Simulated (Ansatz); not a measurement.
Ansatz (an electronic-structure program) run on CaC2 (I4mm, 3 atoms in the cell): self-consistent single point.

Level of theory: PBEsol, default PAW files made with PBE (plane waves; Ansatz).

The change in words: lattice scaled by 0.98; basis.ecutrho_ratio: default → 16. Reference geometry:
```yaml
crystal:
  lattice:
    - [-1.94397, 1.94397, 3.21812]
    - [1.94397, -1.94397, 3.21812]
    - [1.94397, 1.94397, -3.21812]
  atoms:
    - { symbol: Ca, position: [0.00777, 0.00777, 0.00000] }
    - { symbol: C, position: [0.59789, 0.59789, 0.00000] }
    - { symbol: C, position: [0.40211, 0.40211, 0.00000] }
```

Reference input (self-consistent single point, DFT, PBEsol, plane waves, default PAW files made with PBE): basis.ecutwfc = 420 eV; kpoints.mp_grid.grid = 9 9 9; hamiltonian.xc = pbesol; hamiltonian.pseudopotentials = {kind: paw} (the program's default PAW files); scf.occupations.method = fermi_dirac; scf.occupations.width = 0.05 eV. This run's input differs from it in these lines:

Ansatz 0.2 input:
```diff
@@ -3,5 +3,5 @@
   lattice:
-    - [-1.94397100, 1.94397100, 3.21812100]
-    - [1.94397100, -1.94397100, 3.21812100]
-    - [1.94397100, 1.94397100, -3.21812100]
+    - [-1.90509200, 1.90509200, 3.15375900]
+    - [1.90509200, -1.90509200, 3.15375900]
+    - [1.90509200, 1.90509200, -3.15375900]
   atoms:
@@ -12,2 +12,3 @@
   ecutwfc: 420.0 eV
+  ecutrho_ratio: 16
 kpoints:
```

Log, with long lists cut:

```
SCF iter   1: F=—  HF=-2286.865559 eV  |F-HF|=—  |Δ(HF+E_count)|=         —  Δρ=6.19e-3  dr2=2.12e-2  ethr=1.77e-3  ⟨swp⟩=5.9  Hψ=6277  notcnv=0
all-band conjugate gradients solve this SCF's bands
preconditioner: auto → none
SCF iter   2: F=—  HF=-2286.858619 eV  |F-HF|=—  |Δ(HF+E_count)|=   6.94e-3  Δρ=1.58e-3  dr2=7.03e-4  ethr=1.18e-4  ⟨swp⟩=2.0  Hψ=2124  notcnv=0
SCF iter   3: F=—  HF=-2286.858826 eV  |F-HF|=—  |Δ(HF+E_count)|=   2.07e-4  Δρ=7.03e-4  dr2=1.50e-4  ethr=3.91e-6  ⟨swp⟩=2.4  Hψ=1578  notcnv=0
SCF iter   4: F=—  HF=-2286.858942 eV  |F-HF|=—  |Δ(HF+E_count)|=   1.16e-4  Δρ=3.58e-4  dr2=6.73e-5  ethr=8.33e-7  ⟨swp⟩=2.0  Hψ=1350  notcnv=0
SCF iter   5: F=—  HF=-2286.858936 eV  |F-HF|=—  |Δ(HF+E_count)|=   5.87e-6  Δρ=1.15e-4  dr2=4.00e-6  ethr=3.74e-7  ⟨swp⟩=2.0  Hψ=1350  notcnv=0
SCF iter   6: F=—  HF=-2286.858938 eV  |F-HF|=—  |Δ(HF+E_count)|=   1.94e-6  Δρ=1.95e-5  dr2=1.32e-7  ethr=2.22e-8  ⟨swp⟩=2.0  Hψ=1288  notcnv=0
SCF iter   7: F=-2286.858938 eV  HF=-2286.858938 eV  |F-HF|=1.28e-9  |Δ(HF+E_count)|=   8.66e-8  Δρ=3.51e-6  dr2=2.22e-9  ethr=5.56e-10  ⟨swp⟩=5.6  Hψ=4733  notcnv=0
SCF 1 converged in 7 iterations: F = -2286.858938 eV  dr2 = 2.22e-9
Free energy (F): -2286.858938 eV
Internal energy: -2286.858938 eV  (E = F + TS)
E sigma→0 (E₀):  -2286.858938 eV
Entropy (-TS):   -0.000000 eV (-0.000 meV/atom)
Fermi energy:    5.858814 eV
--- Forces (eV/Å), atoms counted from 1 ---
  atom   1  Ca     0.00000000    -0.00000000    -0.27753115
  atom   2  C      0.00000000     0.00000000     2.10709131
  atom   3  C     -0.00000000     0.00000000    -1.82956307
--- Stress (GPa, compression-positive) ---
        0.285410       0.000000      -0.000000
        0.000000       0.285410       0.000000
       -0.000000      -0.000000       9.323511
  P = ⅓ Tr σ = 3.2981 GPa (32.981 kbar)
  The stress holds the Pulay correction. Without it, at fixed plane waves, as pw.x and ABINIT print it: P = 3.0715 GPa
```

The run converged in 7 iterations. Against the reference run the free energy goes up by 1.1 meV/atom, the pressure goes from -2.64 to 3.30 GPa, the largest force goes from 0.254 to 2.107 eV/Å and the gap on the mesh goes from 1.294 to 1.174 eV.

The starting cell comes from a database of computed structures (which also holds hypothetical and non-ambient phases and stackings), without a prior relaxation at this level. Its lattice was rescaled by up to half a per cent. One atom was moved a little off its site on purpose. For this run, on top of that: lattice scaled by 0.98. Forces in this geometry exceed 1 eV/Å. Ansatz's pressure includes its estimate of the finite-basis (Pulay) stress.
